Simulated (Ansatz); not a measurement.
The starting structures come from a database of crystals and need not be the phases stable at ambient conditions.

 Where the default PAW files enter, the runs use the earlier of Ansatz's two default sets.

Consider the following.

```
ZrO2
1.0
    3.38795     0.00000     0.00000
    0.00000     6.58922     0.00000
    0.00000     0.00000     5.63274
Zr O
4 8
Cartesian
  2.54096   5.87482   4.23323
  0.84699   0.71440   1.39951
  0.84699   2.58021   4.21588
  2.54096   4.00901   1.41686
  0.84699   4.34388   5.50893
  2.54096   2.24534   0.12381
  2.54096   1.04927   2.94018
  0.84699   5.53995   2.69256
  0.84699   0.50408   4.84832
  2.54096   6.08514   0.78442
  2.54096   3.79869   3.60079
  0.84699   2.79053   2.03195
```

Space group of this cell: Pnma. The cell is taken as given; by r2SCAN its mean pressure is -9.1 GPa.

The current runs along the normal of the first two printed vectors. All runs by Ansatz (a first-principles code), plane waves and PAW, without spin-orbit coupling; the base is r2SCAN.

| run | mean pressure (GPa) | gap (eV) | mid-gap κ (1/Å) |
|---|---|---|---|
| base | -9.1 | 3.37 | 0.451 |
| all lengths scaled by 0.98 | 7.6 | 3.52 | 0.455 |
| all lengths scaled by 1.02 | -21.7 | 3.21 | 0.447 |
| lda in place of r2scan | -18.3 | (withheld) | 0.423 |
| lengths across the current scaled by 0.98, ions clamped | 1.7 | (withheld) | (withheld) |
| lengths across the current scaled by 1.02, ions clamped | -17.8 | 3.39 | 0.437 |
| lengths along the current scaled by 0.97, ions clamped | -1.0 | (withheld) | (withheld) |
| lengths along the current scaled by 1.03, ions clamped | -15.6 | 3.09 | 0.463 |
| pbesol in place of r2scan | -12.4 | 2.82 | 0.423 |

Question: Some entries are withheld; supply them.

Answer: 
- lda in place of r2scan, gap (eV): 2.81
- lengths across the current scaled by 0.98, ions clamped, gap (eV): 3.33
- lengths across the current scaled by 0.98, ions clamped, mid-gap κ (1/Å): 0.467
- lengths along the current scaled by 0.97, ions clamped, gap (eV): 3.64
- lengths along the current scaled by 0.97, ions clamped, mid-gap κ (1/Å): 0.435
